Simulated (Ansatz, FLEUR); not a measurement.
A FLEUR input for a self-consistent single point of Bi2Te3 (R-3m, 5 atoms in the cell) (DFT, PBE, all-electron FLAPW (FLEUR), scalar-relativistic valence):

Input of the input generator:

```
Bi2Te3 FLAPW
&input film=f /
4.2672022708 2.4636698403 20.7702387922
-4.2672022708 2.4636698403 20.7702387922
0.0000000000 -4.9273412989 20.7702386003
1.0
1.0 1.0 1.0

5
83 0.6031700000 0.6031700000 0.6031700000
83 0.3968300000 0.3968300000 0.3968300000
52 0.7831930000 0.7831930000 0.7831930000
52 0.2168070000 0.2168070000 0.2168070000
52 0.0000000000 0.0000000000 0.0000000000

&comp jspins=1 /
&kpt div1=4 div2=4 div3=4 gamma=t /
&end /
```

```xml
<?xml version="1.0" encoding="UTF-8" standalone="no"?>
<fleurInput fleurInputVersion="0.39">
   <comment>
      Bi2Te3 FLAPW                                                                                        
   </comment>
   <calculationSetup>
      <cutoffs Kmax="3.8" Gmax="13.3" GmaxXC="13.3" numbands="0"/>
      <scfLoop itmax="60" minDistance="0.00001" maxIterBroyd="15" imix="Anderson" alpha="0.05" precondParam="0.0" spinf="2.0"/>
      <coreElectrons ctail="T" frcor="F" kcrel="0" coretail_lmax="0"/>
      <xcFunctional name="pbe" relativisticCorrections="F"/>
      <magnetism jspins="1"/>
      <soc l_soc="F" theta="0.0" phi="0.0" spav="F"/>
      <expertModes spex="0" secvar="F"/>
      <geometryOptimization l_f="T" forcealpha="1.0" forcemix="BFGS" epsdisp="0.00001" epsforce="0.00001"/>
      <ldaU l_linMix="F" mixParam="0.05" spinf="1.0"/>
   </calculationSetup>
   <cell>
      <bzIntegration valenceElectrons="78.0" mode="hist" fermiSmearingEnergy="0.00073499">
         <kPointListSelection listName="default-1"/>
         <!-- k-points included here -->
         <xi:include xmlns:xi="http://www.w3.org/2001/XInclude" href="kpts.xml"> </xi:include>
      </bzIntegration>
      <!-- symmetry operations included here -->
      <xi:include xmlns:xi="http://www.w3.org/2001/XInclude" href="sym.xml"> </xi:include>
      <bulkLattice scale="1.0">
         <bravaisMatrix>
            <row-1>    4.2672022708000004     2.4636698403000001    20.7702387922000007</row-1>
            <row-2>   -4.2672022708000004     2.4636698403000001    20.7702387922000007</row-2>
            <row-3>    0.0000000000000000    -4.9273412989000001    20.7702386003000008</row-3>
         </bravaisMatrix>
      </bulkLattice>
   </cell>
   <atomSpecies>
      <species name="Bismuth (Bi)" element="Bi" atomicNumber="83">
         <mtSphere radius="2.68" gridPoints="925" logIncrement="0.015"/>
         <atomicCutoffs lmax="10" lnonsphr="8"/>
         <electronConfig flipSpins="F">
            <coreConfig>(1s1/2) (2s1/2) (2p1/2) (2p3/2) (3s1/2) (3p1/2) (3p3/2) (4s1/2) (3d3/2) (3d5/2) (4p1/2) (4p3/2) (5s1/2) (4d3/2) (4d5/2) (5p1/2) (5p3/2) (4f5/2) (4f7/2)</coreConfig>
            <valenceConfig>(6s1/2) (5d3/2) (5d5/2) (6p1/2) (6p3/2)</valenceConfig>
            <stateOccupation state="(6p1/2)" spinUp="0.5" spinDown="0.5"/>
            <stateOccupation state="(6p3/2)" spinUp="1.0" spinDown="1.0"/>
         </electronConfig>
         <energyParameters s="6" p="6" d="6" f="5"/>
         <lo type="SCLO" l="2" n="5" eDeriv="0"/>
      </species>
      <species name="Tellurium (Te)" element="Te" atomicNumber="52">
         <mtSphere radius="2.68" gridPoints="925" logIncrement="0.014"/>
         <atomicCutoffs lmax="10" lnonsphr="8"/>
         <electronConfig flipSpins="F">
            <coreConfig>(1s1/2) (2s1/2) (2p1/2) (2p3/2) (3s1/2) (3p1/2) (3p3/2) (4s1/2) (3d3/2) (3d5/2) (4p1/2) (4p3/2)</coreConfig>
            <valenceConfig>(5s1/2) (4d3/2) (4d5/2) (5p1/2) (5p3/2)</valenceConfig>
            <stateOccupation state="(5p1/2)" spinUp="0.6666666666667" spinDown="0.6666666666667"/>
            <stateOccupation state="(5p3/2)" spinUp="1.3333333333333" spinDown="1.3333333333333"/>
         </electronConfig>
         <energyParameters s="5" p="5" d="5" f="4"/>
         <lo type="SCLO" l="2" n="4" eDeriv="0"/>
      </species>
   </atomSpecies>
   <atomGroups>
      <atomGroup species="Bismuth (Bi)">
         <relPos label="                   1">-.3968300000 -.3968300000 -.3968300000</relPos>
         <relPos label="                   2">.3968300000 .3968300000 .3968300000</relPos>
         <force calculate="T" relaxXYZ="TTT"/>
      </atomGroup>
      <atomGroup species="Tellurium (Te)">
         <relPos label="                   3">-.2168070000 -.2168070000 -.2168070000</relPos>
         <relPos label="                   4">.2168070000 .2168070000 .2168070000</relPos>
         <force calculate="T" relaxXYZ="TTT"/>
      </atomGroup>
      <atomGroup species="Tellurium (Te)">
         <relPos label="                   5">.0000000000 .0000000000 .0000000000</relPos>
         <force calculate="T" relaxXYZ="TTT"/>
      </atomGroup>
   </atomGroups>
   <output dos="F" band="F" slice="F">
      <checks vchk="F" cdinf="F"/>
      <bandDOS minEnergy="-.5*Htr" maxEnergy="0.5*Htr" sigma="0.015" storeEVData="T"/>
      <vacuumDOS vacdos="F" integ="F" star="F" nstars="0" locx1="0.0" locy1="0.0" locx2="0.0" locy2="0.0" nstm="0" tworkf="0.0"/>
      <unfoldingBand unfoldBand="F" supercellX="1" supercellY="1" supercellZ="1"/>
      <plotting iplot="0" polar="F">
         <plot TwoD="T" vec1="  1.0  0.0  0.0" vec2="  0.0  1.0  0.0" vec3="  0.0  0.0  1.0" zero="  0.0  0.0  0.0" file="plot"/>
      </plotting>
      <chargeDensitySlicing numkpt="0" minEigenval="0.0" maxEigenval="0.0" nnne="0" pallst="F"/>
      <specialOutput eonly="F"/>
      <magneticCircularDichroism mcd="F" energyLo="-10.0" energyUp="0.0"/>
   </output>
  <!-- We include the file relax.xml here to enable relaxations (see documentation) -->
  <xi:include xmlns:xi="http://www.w3.org/2001/XInclude" href="relax.xml"> <xi:fallback/> </xi:include>
</fleurInput>
```

### Question
Write the same calculation as an input for Ansatz (a first-principles code).

### Answer
One input that does it (others would too):

Ansatz 0.2 input:
```yaml
# Bi2Te3
crystal:
  lattice:
    - [2.258106, 1.303718, 10.991137]
    - [-2.258106, 1.303718, 10.991137]
    - [0.000000, -2.607437, 10.991137]
  atoms:
    - { symbol: Bi, position: [0.603170, 0.603170, 0.603170] }
    - { symbol: Bi, position: [0.396830, 0.396830, 0.396830] }
    - { symbol: Te, position: [0.783193, 0.783193, 0.783193] }
    - { symbol: Te, position: [0.216807, 0.216807, 0.216807] }
    - { symbol: Te, position: [0.000000, 0.000000, 0.000000] }
basis:
  ecutwfc: 30.9 Ry
kpoints:
  mp_grid: { grid: [4, 4, 4] }
hamiltonian:
  xc: pbe
  pseudopotentials: { kind: paw }
scf:
  occupations: { method: fermi_dirac, width: 0.0015 Ry }
output:
  forces: true
  eigenvalues: true
  stress: true
```

Basis settings and potentials, where a program has them, do not carry over. This input uses DFT, PBE, plane waves, default PAW files. The width in Ry is rounded to four decimals.

The starting cell comes from a database of computed structures (which also holds hypothetical and non-ambient phases and stackings), without a prior relaxation at this level. Its lattice was rescaled by a random factor within 2.5 % of one.
